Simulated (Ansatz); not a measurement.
Worked example: self-consistent single point of CaCu₂P₂ (P1, 5 atoms in the cell) in Ansatz (a program for electronic structure).

Level of theory: LDA (PW92), PAW files made with PBE (plane waves; Ansatz).

The change in words: atoms moved at random. Reference geometry:
```
Ca(CuP)2
1.0
   -2.00325     2.00325     4.83650
    2.00325    -2.00325     4.83650
    2.00325     2.00325    -4.83650
Ca Cu P
1 2 2
Direct
  0.00000   0.00000   0.00000
  0.75000   0.25000   0.50000
  0.25000   0.75000   0.50000
  0.61878   0.61878   0.00000
  0.38122   0.38122   0.00000
```

Reference input (self-consistent single point, DFT, LDA (PW92), plane waves, PAW files made with PBE): kpoints.mp_grid.grid = 9 9 9; hamiltonian.xc = lda; hamiltonian.pseudopotentials = {kind: paw} (the program's default PAW files); scf.occupations.method = gaussian; scf.occupations.width = 0.1 eV. This run's input differs from it in these lines:

Ansatz 0.2 input:
```diff
@@ -6,7 +6,7 @@
   atoms:
-    - { symbol: Ca, position: [0.000000, 0.000000, 0.000000] }
-    - { symbol: Cu, position: [0.750000, 0.250000, 0.500000] }
-    - { symbol: Cu, position: [0.250000, 0.750000, 0.500000] }
-    - { symbol: P, position: [0.618780, 0.618780, 0.000000] }
-    - { symbol: P, position: [0.381220, 0.381220, 0.000000] }
+    - { symbol: Ca, position: [0.022233, 0.000276, 0.023407] }
+    - { symbol: Cu, position: [0.772692, 0.247789, 0.519958] }
+    - { symbol: Cu, position: [0.246528, 0.749202, 0.497242] }
+    - { symbol: P, position: [0.616718, 0.617527, -0.006039] }
+    - { symbol: P, position: [0.341830, 0.385206, -0.034568] }
 kpoints:
```

Output, abridged:

```
SCF iter   1: F=—  HF=-16349.228874 eV  |F-HF|=—  |Δ(HF+E_count)|=         —  Δρ=4.77e-1  dr2=1.58e2  ethr=3.10e-3  ⟨swp⟩=8.8  Hψ=68317  notcnv=0
all-band conjugate gradients solve this SCF's bands
preconditioner: auto → Kerker (q_TF=auto, 2.599 Å⁻¹)
SCF iter   2: F=—  HF=-16342.251222 eV  |F-HF|=—  |Δ(HF+E_count)|=    6.98e0  Δρ=2.10e-1  dr2=2.95e1  ethr=3.10e-3  ⟨swp⟩=4.2  Hψ=28190  notcnv=0  defer=241
   [... lines left out ...]
SCF iter   9: F=—  HF=-16339.005197 eV  |F-HF|=—  |Δ(HF+E_count)|=   9.05e-4  Δρ=9.13e-4  dr2=6.92e-4  ethr=9.50e-6  ⟨swp⟩=2.2  Hψ=14940  notcnv=0  defer=467
SCF iter  10: F=—  HF=-16339.005070 eV  |F-HF|=—  |Δ(HF+E_count)|=   1.27e-4  Δρ=8.96e-5  dr2=7.33e-6  ethr=1.19e-6  ⟨swp⟩=2.0  Hψ=16723  notcnv=0  defer=467
SCF iter  11: F=—  HF=-16339.005066 eV  |F-HF|=—  |Δ(HF+E_count)|=   4.24e-6  Δρ=1.62e-5  dr2=2.78e-7  ethr=1.26e-8  ⟨swp⟩=2.1  Hψ=18205  notcnv=0  defer=467
SCF iter  12: F=-16339.005066 eV  HF=-16339.005066 eV  |F-HF|=5.91e-9  |Δ(HF+E_count)|=   7.27e-8  Δρ=3.51e-6  dr2=1.01e-8  ethr=1.72e-10  ⟨swp⟩=13.1  Hψ=67089  notcnv=0
SCF 1 converged in 12 iterations: F = -16339.005066 eV  dr2 = 1.01e-8
Free energy (F): -16339.005066 eV
Internal energy: -16338.997628 eV  (E = F + TS)
E sigma→0 (E₀):  -16339.001347 eV
Entropy (-TS):   -0.007438 eV (-1.488 meV/atom)
Fermi energy:    12.313135 eV
--- Forces (eV/Å), atoms counted from 1 ---
  atom   1  Ca     0.00290945    -0.50309479     0.07057523
  atom   2  Cu    -0.03407424    -1.06172706    -0.44225792
  atom   3  Cu     0.07324568     0.22689305     0.04938940
  atom   4  P      0.01638237     0.00257620     0.11922415
  atom   5  P     -0.05846389     1.33533371     0.20306149
--- Stress (GPa, compression-positive) ---
       -5.827513       0.031377      -0.112706
        0.031377      -3.226162       1.928277
       -0.112706       1.928277      -3.624061
  P = ⅓ Tr σ = -4.2259 GPa (-42.259 kbar)
  The stress holds the Pulay correction. Without it, at fixed plane waves, as pw.x and ABINIT print it: P = -4.2697 GPa
```

The run converged in 12 iterations. Against the reference run the free energy rises by 32.8 meV/atom, the pressure goes from -5.89 to -4.23 GPa and the largest force goes from 0.264 to 1.352 eV/Å.

The starting cell comes from a database of computed structures (which also holds hypothetical and non-ambient phases and stackings), without a prior relaxation at this level. For this run, on top of that: atoms moved at random. Spin polarisation is off. With a pressure of about -4 GPa the cell is away from its equilibrium volume at this level. Forces in this geometry exceed 1 eV/Å. Ansatz's pressure includes its estimate of the finite-basis (Pulay) stress. The run gives no clean gap (levels at the Fermi energy touch, overlap or are partly filled at this smearing), which alone does not show that the compound is a metal.

Cost on one core of a shared machine: roughly 2 min.
